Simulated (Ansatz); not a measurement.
## L1₂ (Cu3Au-type) Al₃Sc

The numbers are results of PBEsol in Ansatz (plane waves, PAW), not measurements.

Settings: plane-wave cutoff 520 eV, 16×16×16 k mesh, Fermi–Dirac smearing 0.075 eV (set by the program), scalar-relativistic PAW data made under PBE.

Cell (relaxed at this level):

```cif
data_Al3Sc
_chemical_formula_sum 'Sc1 Al3'
_space_group_name_H-M_alt 'P 1'
_space_group_IT_number 1
_cell_length_a 4.07175
_cell_length_b 4.07175
_cell_length_c 4.07175
_cell_angle_alpha 90.000
_cell_angle_beta 90.000
_cell_angle_gamma 90.000
loop_
_space_group_symop_operation_xyz
  'x, y, z'
loop_
_atom_site_label
_atom_site_type_symbol
_atom_site_fract_x
_atom_site_fract_y
_atom_site_fract_z
_atom_site_occupancy
Sc1 Sc 0.00000 0.00000 0.00000 1
Al1 Al 0.00000 0.50000 0.50000 1
Al2 Al 0.50000 0.00000 0.50000 1
Al3 Al 0.50000 0.50000 0.00000 1
```

```yaml
elastic constant C11: 190 GPa
elastic constant C12: 42.4 GPa
elastic constant C44: 76.8 GPa
Voigt–Reuss–Hill bulk modulus: 91.7 GPa
Voigt–Reuss–Hill shear modulus (Hill average): 75.7 GPa
young_modulus: 178 GPa
poisson_ratio: 0.176
```

Elastic constants are with the ions relaxed.

Cost on a shared machine: about 8 core-minutes (a rough figure).

Ansatz is a first-principles code.
